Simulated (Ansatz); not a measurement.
Subject: the energy of the reaction as written. Reaction: C (graphite) + 2 Sc (hcp) + O2 (gas) → cell A. Negative: the products are lower in energy.

Cell A: a stack of composition Sc2CO2 on the in-plane vectors of Sc (hcp, P6₃/mmc) (0001), but not a cut of that crystal, 5 atoms, hexagonal cell of 3.27 Å (9.2 Å²), symmetry P3m1 within 0.02 Å, 4.0 Å thick under 16 Å of vacuum, so it may be strained; planes from bottom to top: O | Sc | C | Sc | O, its two faces unlike (dipole correction applied); foreign atoms: two times O bound to 3 Sc at 2.02 Å; C bound to 6 Sc at 2.14–2.45 Å; a model cell; spin state with PBE: run without spin, k-point mesh 16×16×1.
```
CELL_PARAMETERS angstrom
      3.26680     0.00000     0.00000
      1.63340     2.82913     0.00000
      0.00000     0.00000    19.84237
ATOMIC_POSITIONS crystal
  O  0.00000 0.00000 0.39730
  Sc 0.66667 0.66667 0.43362
  C  0.33333 0.33333 0.51229
  Sc 0.00000 0.00000 0.56373
  O  0.33333 0.33333 0.59954
```

Reference: C (graphite, P6₃/mmc), 4 atoms in the cell, k-point mesh 18×18×6 on the run's own vectors. Conventional cell: a = 2.4650 Å, b = 2.4650 Å, c = 6.7411 Å, α = 90.00°, β = 90.00°, γ = 120.00°.

Reference: Sc (hcp, P6₃/mmc), 2 atoms in the cell, the relaxed perfect crystal repeated, atoms not moved again, k-point mesh 16×16×8 on the run's own vectors.

Reference: an isolated O2 molecule (triplet) in a box of 11 × 11 × 13 Å.

All numbers come from Ansatz (a first-principles code), plane waves with PAW, its PAW set soft_1, cutoff 420 eV, 500 eV for r2SCAN. The structures are at rest with PBE+D3(BJ), within the held lattices; other levels are single points on them. Neutral cells; Fermi-Dirac smearing of at most 0.10 eV in the solids, energies taken to zero width. The lattices are those relaxed with PBE+D3(BJ) or held as stated, so at other levels the solids can be strained, which adds to the spread. A dispersion term (D3(BJ), or D4 for r2SCAN) was computed beside these levels and is taken off wherever the name lacks it. Space groups of crystals are read within 0.01 Å. Nuclei at rest; no vibrational terms. Cells are local rest points, mostly with their start's symmetry. No correction for cell size. Cell A has symmetry P3m1 within 0.02 Å and got no random move, so less symmetric positions, which may lie lower, weren't tried.

Task: Give the value at the level PBE.

Result: -9.06 eV, for C (graphite) + 2 Sc (hcp) + O2 (gas) → cell A.

Task: List the value at the remaining levels and say how far they part.

Result: 
| Level | value (eV) | less PBE |
|---|---|---|
| PBE+D3(BJ) | -9.03 | 0.03 |
| r2SCAN | -10.03 | -0.97 |
| r2SCAN+D4 | -10.11 | -1.05 |

The levels shown span 1.08 eV, from r2SCAN+D4 (-10.11) to PBE+D3(BJ) (-9.03).
